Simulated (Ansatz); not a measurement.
Take Ca(OH)$_{2}$ (space group P-3m1, No. 164; a = 3.5612 Å, c = 4.7677 Å; layered) as the base.

All numbers come from PBEsol (Ansatz, a program for electronic structure, PAW, no spin-orbit coupling).

Before the change:

* **Band gap**: 4.19 eV
* **Lattice parameter a**: 3.561 Å
* **Smallest direct gap**: 4.19 eV
* **Width of the top valence band**: 0.94 eV
* **Gap character**: direct at Γ

Now apply this change: a hydrostatic pressure of 75 GPa.

Task: What happens to the band gap?

Result: The band gap drops by 0.15 eV (4.19 eV → 4.04 eV).

Task: How does this affect the lattice parameter a?

Result: The lattice parameter a decreases by 0.4946 Å to 3.067 Å.

Task: Predict the new smallest direct gap.

Result: The smallest direct gap grows by 0.70 eV to 4.89 eV.

Task: Predict the new width of the top valence band.

Result: The width of the top valence band goes up by 0.48 eV to 1.42 eV.

Task: What does the calculation give for the gap character after the change?

Result: The gap character changes from direct at Γ to indirect, K → M.

Load acts through the strain it causes; cell and atoms are relaxed under it. No phonon test of stability was made. No other phases were tried under pressure. No dispersion term is included in the PBEsol runs.
